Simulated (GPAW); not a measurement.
GPAW run on MoIr3 (P6_3/mmc, 8 atoms in the cell): self-consistent single point.

Method: PBEsol, GPAW PAW datasets PBEsol (made by gpaw-setup) (plane waves; GPAW).

```
CELL_PARAMETERS angstrom
      5.48700     0.00000     0.00000
     -2.74350     4.75188     0.00000
      0.00000     0.00000     4.38500
ATOMIC_POSITIONS crystal
  Ir 0.83300 0.66600 0.25000
  Ir 0.16700 0.83300 0.75000
  Ir 0.33400 0.16700 0.25000
  Ir 0.16700 0.33400 0.75000
  Ir 0.83300 0.16700 0.25000
  Ir 0.66600 0.83300 0.75000
  Mo 0.33333 0.66667 0.25000
  Mo 0.66667 0.33333 0.75000
```

Reference input (self-consistent single point, DFT LDA (Perdew-Wang 92), plane waves, GPAW PAW datasets LDA (gpaw-data 1.0.1)): mode = pw; ecut = 600 eV; xc = LDA; kpts = 5 5 5; mesh shift (steps) = 0 0 0; occupations.name = methfessel-paxton; occupations.width = 0.272 eV; occupations.order = 0; nbands = -16; convergence.forces = 0.001 eV/Å; symmetry.symmorphic = false; symmetry.tolerance = 0.0005. This run's input differs from it in these lines:

```diff
@@ -19,3 +19,3 @@
 calc = GPAW(mode=PW(600),
-            xc='LDA',
+            xc='PBEsol',
             kpts=(5, 5, 5),
```

Its files differ too (potentials: GPAW PAW datasets PBEsol (made by gpaw-setup)).

The program printed (abridged):

```
     iter     time        total  log10-change:
                         energy   eigst   dens  force
iter:   1 --:--:--   -93.868572
iter:   2 --:--:--   -92.102137   -0.80  -1.36
iter:   3 --:--:--   -90.327448   -1.42  -1.39
iter:   4 --:--:--   -89.650978   -1.80  -1.47
iter:   5 --:--:--   -89.252377   -1.20  -1.61
iter:   6 --:--:--   -89.254721   -1.88  -2.04
iter:   7 --:--:--   -89.121261   -2.38  -2.02
iter:   8 --:--:--   -89.142390   -2.23  -2.38
iter:   9 --:--:--   -89.104604c  -3.04  -2.37
iter:  10 --:--:--   -89.097109c  -3.15  -2.68
iter:  11 --:--:--   -89.096505c  -4.31  -3.30
iter:  12 --:--:--   -89.097470c  -4.29  -2.95
iter:  13 --:--:--   -89.097005c  -4.56  -3.31
iter:  14 --:--:--   -89.096761c  -4.89  -3.41
iter:  15 --:--:--   -89.096778c  -6.31  -4.00c
iter:  16 --:--:--   -89.096774c  -7.35  -4.18c
iter:  17 --:--:--   -89.096770c  -7.09  -4.22c
iter:  18 --:--:--   -89.096774c  -6.98  -4.44c
iter:  19 --:--:--   -89.096769c  -7.52c -4.57c
iter:  20 --:--:--   -89.096773c  -7.29  -4.87c
iter:  21 --:--:--   -89.096768c  -7.46c -4.77c -3.60c
Converged after 21 iterations.

Dipole moment: (0.000000, -0.000000, -0.000000) |e|*Ang

Energy contributions relative to reference atoms: (reference = -3126236.713395)

Kinetic:        -12.375521
Potential:       +0.905171
External:        +0.000000
XC:             -75.633290
Entropy (-ST):   -0.163082
Local:           -1.911588
SIC:             +0.000000
--------------------------
Free energy:    -89.178309
Extrapolated:   -89.096768

Showing only first 2 kpts
 Kpt  Band  Eigenvalues  Occupancy
  0    57     15.43932    0.00065
  0    58     15.86467    0.00000
  0    59     15.88801    0.00000
  0    60     15.97415    0.00000

  1    57     14.95720    0.36533
  1    58     15.59549    0.00002
  1    59     15.85452    0.00000
  1    60     15.94702    0.00000

Fermi level: 14.78309

No gap
   [... lines left out ...]
  2 Ir   -0.15396   -0.08889   -0.00000
  3 Ir    0.00000   -0.17778    0.00000
  4 Ir    0.15396   -0.08889   -0.00000
  5 Ir    0.15396    0.08889    0.00000
  6 Mo    0.00000   -0.00000   -0.00000
  7 Mo    0.00000    0.00000   -0.00000

Stress tensor:
     0.016518    -0.000000     0.000000
    -0.000000     0.016518     0.000000
     0.000000     0.000000     0.025585
Stress (GPa, Voigt): [ 2.6465  2.6465  4.0991  0.      0.     -0.    ]
```

The run converged in 21 iterations. GPAW prints stress with tension positive. Against the reference run the pressure goes from -9.62 to -3.13 GPa and the largest force goes from 0.172 to 0.178 eV/Å.

The starting cell comes from a database of published, mostly measured structures (it also holds non-ambient and calculated ones), without a prior relaxation at this level. Spin polarisation is off. With a pressure of about -3 GPa the cell is away from its equilibrium volume at this level.

Cost on one core of a shared machine: roughly 4 min.
